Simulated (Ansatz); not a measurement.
# PbTe: carrier doping

Take PbTe in the rock salt structure (space group Fm-3m, No. 225) as the base.

```cif
data_Pb4Te4
_chemical_formula_sum 'Te4 Pb4'
_space_group_name_H-M_alt 'Fm-3m'
_space_group_IT_number 225
_space_group_name_Hall '-F 4 2 3'
_cell_length_a 6.56902
_cell_length_b 6.56902
_cell_length_c 6.56902
_cell_angle_alpha 90.000
_cell_angle_beta 90.000
_cell_angle_gamma 90.000
loop_
_atom_site_label
_atom_site_type_symbol
_atom_site_symmetry_multiplicity
_atom_site_Wyckoff_symbol
_atom_site_fract_x
_atom_site_fract_y
_atom_site_fract_z
_atom_site_occupancy
Te1 Te 4 a 0.00000 0.00000 0.00000 1
Pb1 Pb 4 b 0.50000 0.50000 0.50000 1
```
(The calculation used a cell of 2 atoms; values per cell refer to that cell.)

Carriers are added at fixed cell with a uniform background; the Fermi–Dirac width is that of 300 K.

Levels (all Ansatz, a quantum-chemistry and plane-wave program, PAW): PBE (420 eV, spin-orbit coupling left out); r2SCAN (500 eV, without spin-orbit coupling).

The base cell above is that of PBE; each level relaxes its own structures.

| case | gap between the host's bands, PBE | gap between the host's bands, r2SCAN |
|---|---|---|
| electrons 5.0×10^20 cm⁻³ | 0.82 eV | 1.08 eV |
| electrons 1.5×10^21 cm⁻³ | 0.81 eV | ___ |
| electrons 3.0×10^21 cm⁻³ | 0.80 eV | 1.05 eV |
| electrons 7.0×10^21 cm⁻³ | 0.77 eV | ___ |
| holes 5.0×10^20 cm⁻³ | 0.84 eV | 1.10 eV |
| holes 1.5×10^21 cm⁻³ | 0.86 eV | ___ |
| holes 3.0×10^21 cm⁻³ | 0.89 eV | ___ |
| holes 7.0×10^21 cm⁻³ | 0.98 eV | 1.22 eV |

Task: Some entries are withheld; estimate them.

Result: 
- electrons 1.5×10^21 cm⁻³, gap between the host's bands, r2SCAN: 1.07 eV
- electrons 7.0×10^21 cm⁻³, gap between the host's bands, r2SCAN: 1.00 eV
- holes 1.5×10^21 cm⁻³, gap between the host's bands, r2SCAN: 1.11 eV
- holes 3.0×10^21 cm⁻³, gap between the host's bands, r2SCAN: 1.14 eV

PBE lies below r2SCAN in every row, by 0.23 eV to 0.26 eV. They put the cases in the same order.

Carriers are added with a uniform compensating background; total energy and stress of such cells depend on the potential's zero and are not compared; many-body gap narrowing is missing at this level. Spin-orbit coupling, missing from the scalar runs, can matter with Pb and Te. No phonon test of stability was made.
